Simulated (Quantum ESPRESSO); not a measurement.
A user runs Quantum ESPRESSO on EuSi2 (P6/mmm, 3 atoms in the cell) and asks whether the run is sound. The aim is a self-consistent single point with DFT, LDA (PZ), plane waves, SSSP 1.1.2 efficiency (PBE) pseudopotentials.

Cell that was meant: a = 4.0350 Å, b = 4.0350 Å, c = 4.4632 Å, α = 90.00°, β = 90.00°, γ = 120.00°.

Part of the input:

```fortran
    input_dft = 'pz'
/
&ELECTRONS
    conv_thr = 1.0d-1
    mixing_beta = 0.3
/
ATOMIC_SPECIES
```

Output, abridged:

```
     Message from routine setup:
     using ibrav=0 with symmetry is DISCOURAGED, use correct ibrav instead
     G-vector sticks info
   [... lines left out ...]
        k(    1) = (   0.0000000   0.0000000   0.0000000), wk =   0.0015432
        k(    2) = (   0.0000000   0.0000000   0.1130076), wk =   0.0030864
        k(    3) = (   0.0000000   0.0000000   0.2260152), wk =   0.0030864
   [... 57 lines left out ...]

     Dense  grid:    57371 G-vectors     FFT dimensions: (  50,  50,  54)

     Smooth grid:    20269 G-vectors     FFT dimensions: (  36,  36,  40)

     Initial potential from superposition of free atoms

     starting charge      24.9942, renormalised to      25.0000
     Self-consistent Calculation

     iteration #  1     ecut=    50.00 Ry     beta= 0.30

     total energy              =    -650.00461485 Ry
     estimated scf accuracy    <       0.97203530 Ry

     total magnetization       =     6.82 Bohr mag/cell
     absolute magnetization    =     6.91 Bohr mag/cell

     iteration #  2     ecut=    50.00 Ry     beta= 0.30
     c_bands:  2 eigenvalues not converged

     total energy              =    -649.67571156 Ry
     estimated scf accuracy    <       8.60921115 Ry

     total magnetization       =     3.33 Bohr mag/cell
   [... lines left out ...]

     iteration #  4     ecut=    50.00 Ry     beta= 0.30

     total energy              =    -650.61003170 Ry
     estimated scf accuracy    <       0.23043784 Ry

     total magnetization       =     7.12 Bohr mag/cell
     absolute magnetization    =     7.19 Bohr mag/cell

     iteration #  5     ecut=    50.00 Ry     beta= 0.30

     Magnetic moment per site  (integrated on atomic sphere of radius R)
     atom   1 (R=0.238)  charge=  1.6945  magn= -0.0132
     atom   2 (R=0.238)  charge=  1.6945  magn= -0.0132
     atom   3 (R=0.330)  charge= 15.3633  magn=  6.8853
     End of self-consistent calculation

     Number of k-points >= 100: set verbosity='high' to print the bands.

     the Fermi energy is    10.7750 ev

!    total energy              =    -650.50154898 Ry
     estimated scf accuracy    <       0.09599402 Ry
     smearing contrib. (-TS)   =      -0.00000310 Ry
     internal energy E=F+TS    =    -650.50154589 Ry

     total magnetization       =     7.02 Bohr mag/cell
     absolute magnetization    =     7.09 Bohr mag/cell

     convergence has been achieved in   5 iterations

     Forces acting on atoms (cartesian axes, Ry/au):

     atom    1 type  1   force =     0.00000000    0.00000000    0.00000000
   [... zero for the other atoms too ...]

     Total force =     0.000000     Total SCF correction =     0.000000

          total   stress  (Ry/bohr**3)                   (kbar)     P=     6157.58
   0.04216280  -0.00000000   0.00000000         6202.36       -0.00        0.00
  -0.00000000   0.04216280   0.00000000           -0.00     6202.36        0.00
   0.00000000   0.00000000   0.04124963            0.00        0.00     6068.03

   JOB DONE.
```

Task: Is anything amiss in this input, and did it matter?

Result: The run is not sound. The fault is a convergence threshold that is too loose. A loop that stops early leaves an energy error of second order in the density error, but errors of first order in forces and stress. To fix it, tighten the threshold. The run converged in 5 iterations without an error; against the sound input the free energy rises by 455 meV/atom, the pressure goes from -5.22 to 615.8 GPa and the size of the net moment goes from 2.26 to 2.34 μB/atom.

The sound input it was made from differs as follows (other fixes are possible):
```diff
-    conv_thr = 1.0d-1
+    conv_thr = 1.0d-10
```

With that input, the run converged in 29 iterations: free energy E − TS -8851.8890 eV; Fermi level (on the code's own zero) 10.78 eV; pressure -5.22 GPa; size of the cell's spin moment 6.79 μB; site moments (μB, in the program's spheres or projections) Si -0.01, Si -0.01, Eu 6.62 (DFT, LDA (PZ), plane waves, SSSP 1.1.2 efficiency (PBE) pseudopotentials).

On the sound input: the starting cell comes from a database of published, mostly measured structures (it also holds non-ambient and calculated ones), without a prior relaxation at this level. Its lattice was rescaled by a random factor within 2.5 % of one. Spin-orbit coupling is off. With one magnetic atom in the cell only a parallel order is possible. With U or open f shells several self-consistent states can exist. The f electrons are in the valence without U or exact exchange, which can misplace them near the Fermi level. Spin-orbit terms, which matter for f shells, are left out. With a pressure of about -5 GPa the cell is away from its equilibrium volume at this level.
